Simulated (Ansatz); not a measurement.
Worked example: self-consistent single point of CaNiGeH (P4/nmm, 8 atoms in the cell) in Ansatz (a first-principles code).

Computed with LDA (PW92), default PAW files made with PBE (plane waves; Ansatz).

```xyz
8
Lattice="4.0163 0.0000 0.0000 0.0000 4.0163 0.0000 0.0000 0.0000 7.8003" Properties=species:S:1:pos:R:3 pbc="T T T"
Ca     0.0000     2.0081     6.6191
Ca     2.0081     0.0000     1.1812
Ni     0.0000     0.0000     3.9001
Ni     2.0081     2.0081     3.9001
Ge     0.0000     2.0081     2.6754
Ge     2.0081     0.0000     5.1248
H      0.0000     0.0000     0.0000
H      2.0081     2.0081     0.0000
```

Reference input (self-consistent single point, DFT, LDA (PW92), plane waves, default PAW files made with PBE): kpoints.mp_grid.grid = 6 6 3; hamiltonian.xc = lda; hamiltonian.pseudopotentials = {kind: paw} (the program's default PAW files); scf.occupations.method = fermi_dirac; scf.occupations.width = 0.05 eV. This run's input differs from it in these lines:

Ansatz 0.2 input:
```diff
@@ -20,3 +20,3 @@
 scf:
-  occupations: { method: fermi_dirac, width: 0.05 }
+  occupations: { method: fermi_dirac, width: 0.3 }
 output:
```

The program printed (abridged):

```
SCF iter   1: F=—  HF=-23559.668549 eV  |F-HF|=—  |Δ(HF+E_count)|=         —  Δρ=1.93e-2  dr2=3.12e-1  ethr=1.77e-3  ⟨swp⟩=9.1  Hψ=4996  notcnv=0
all-band conjugate gradients solve this SCF's bands
preconditioner: auto → Kerker (q_TF=auto, 2.561 Å⁻¹)
SCF iter   2: F=—  HF=-23559.634102 eV  |F-HF|=—  |Δ(HF+E_count)|=   3.44e-2  Δρ=7.59e-3  dr2=5.93e-2  ethr=3.62e-4  ⟨swp⟩=1.0  Hψ=1300  notcnv=0
   [... lines left out ...]
SCF iter   7: F=—  HF=-23559.624544 eV  |F-HF|=—  |Δ(HF+E_count)|=   1.05e-6  Δρ=3.08e-5  dr2=7.65e-6  ethr=2.37e-8  ⟨swp⟩=1.1  Hψ=1124  notcnv=0
SCF iter   8: F=—  HF=-23559.624542 eV  |F-HF|=—  |Δ(HF+E_count)|=   1.40e-6  Δρ=1.59e-5  dr2=6.79e-7  ethr=8.90e-9  ⟨swp⟩=1.9  Hψ=1237  notcnv=0
SCF iter   9: F=—  HF=-23559.624542 eV  |F-HF|=—  |Δ(HF+E_count)|=   1.44e-7  Δρ=6.95e-6  dr2=1.21e-7  ethr=7.90e-10  ⟨swp⟩=2.0  Hψ=1328  notcnv=0
SCF iter  10: F=-23559.624542 eV  HF=-23559.624542 eV  |F-HF|=2.19e-8  |Δ(HF+E_count)|=   2.05e-8  Δρ=4.37e-6  dr2=2.65e-8  ethr=1.16e-10  ⟨swp⟩=4.2  Hψ=3622  notcnv=0
SCF 1 converged in 10 iterations: F = -23559.624542 eV  dr2 = 2.65e-8
Free energy (F): -23559.624542 eV
Internal energy: -23558.693676 eV  (E = F + TS)
E sigma→0 (E₀):  -23559.159109 eV
Entropy (-TS):   -0.930866 eV (-116.358 meV/atom)
Fermi energy:    9.292839 eV
--- Forces (eV/Å), atoms counted from 1 ---
  atom   1  Ca    -0.00000000     0.00000000    -0.08887212
  atom   2  Ca     0.00000000     0.00000000     0.08887212
  atom   3  Ni    -0.00000000     0.00000000    -0.00000000
  atom   4  Ni    -0.00000000     0.00000000     0.00000000
  atom   5  Ge     0.00000000     0.00000000     0.35687876
  atom   6  Ge    -0.00000000     0.00000000    -0.35687876
  atom   7  H      0.00000000     0.00000000    -0.00000000
  atom   8  H     -0.00000000     0.00000000     0.00000000
--- Stress (GPa, compression-positive) ---
       -7.098235       0.000000      -0.000000
        0.000000      -7.098235       0.000000
       -0.000000       0.000000      -6.059772
  P = ⅓ Tr σ = -6.7521 GPa (-67.521 kbar)
  The stress holds the Pulay correction. Without it, at fixed plane waves, as pw.x and ABINIT print it: P = -6.8081 GPa
```

The run converged in 10 iterations. Against the reference run the free energy falls by 57.7 meV/atom, the pressure goes from -7.14 to -6.75 GPa and the largest force goes from 0.502 to 0.357 eV/Å.

The starting cell comes from a database of computed structures (which also holds hypothetical and non-ambient phases and stackings), without a prior relaxation at this level. Spin polarisation is off. With a pressure of about -7 GPa the cell is away from its equilibrium volume at this level. Ansatz's pressure includes its estimate of the finite-basis (Pulay) stress.
